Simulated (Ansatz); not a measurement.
**Quick settings and what they miss: BaSr₃ (P6_3/mmc, 8 atoms in the cell)**

Self-consistent single point.

```xyz
8
Lattice="8.7054 0.0000 0.0000 -4.3527 7.5391 0.0000 0.0000 0.0000 7.0740" Properties=species:S:1:pos:R:3 pbc="T T T"
Ba     0.0000     5.0261     5.3055
Ba     4.3527     2.5130     1.7685
Sr     0.0000     2.4883     1.7685
Sr     4.3527     5.0508     5.3055
Sr     6.5505     1.2441     5.3055
Sr    -2.1978     6.2950     1.7685
Sr     2.1978     6.2950     1.7685
Sr     2.1549     1.2441     5.3055
```

Method: LDA (PW92), PAW files made with PBE (plane waves; Ansatz, an electronic-structure program).

Base settings: basis.ecutwfc = 30.9 Ry; kpoints.mp_grid.grid = 4 4 4; hamiltonian.xc = lda; hamiltonian.pseudopotentials = {kind: paw} (the program's default PAW files); scf.occupations.method = cold; scf.occupations.width = 0.0147 Ry.

Tight run (finer mesh or higher cutoff; not a proven limit): basis.ecutwfc: 30.9 Ry → 43.4 Ry; kpoints.mp_grid.grid: 4 4 4 → 6 6 6; scf.convergence.dr2_threshold: default (1e-07 eV) → 1e-09 eV. It gave Fermi level (on the code's own zero) 4.98 eV; pressure -1.39 GPa; largest force (vector length) 0.034 eV/Å.

Quick runs, as changes from the base:
- A: the base itself
- B: basis.ecutwfc: 30.9 Ry → 18.4 Ry; kpoints.mp_grid.grid: 4 4 4 → 1 1 1; hamiltonian.xc: lda → pbesol; scf.convergence.dr2_threshold: default (1e-07 eV) → 0.001 eV [PBEsol]
- C: basis.ecutwfc: 30.9 Ry → 24.6 Ry; kpoints.mp_grid.grid: 4 4 4 → 6 6 6; scf.occupations.width: 0.0147 Ry → 0.02 Ry

Energies are extrapolated to zero smearing width, which holds to low order in the width alone.

Dashes: energy of B, another energy zero.

† marks runs with another functional, U, potentials or spin treatment: their distance from the tight run is not a convergence error alone.

The count of work is k-points × plane waves × bands × iterations; it is no time. 

Pressures in the table are Ansatz's without its Pulay estimate, at a fixed set of plane waves; the tight run's value above holds the estimate.

The starting cell comes from a database of computed structures (which also holds hypothetical and non-ambient phases and stackings), without a prior relaxation at this level. Its lattice was rescaled by a random factor within 2.5 % of one.

| run | energy less tight (meV/atom) | pressure less tight (GPa) | count of work / tight |
|---|---|---|---|
| A | 0.8 | 0.00 | 0.21 |
| B† | – | -1.12 | 0.0050 |
| C | 1.1 | -0.04 | 0.34 |

Among the runs at the tight run's level, the energy misses run from 0.8 to 1.1 meV/atom.

Left out of this page: 1 run of the series with a known weakness of the program; 1 run of the series outside the window shown, repeating another row's setting, or not comparable; 1 run of the series unsound by tests on forces, stress, charge or solver warnings.

Keys are those of Ansatz 0.2.
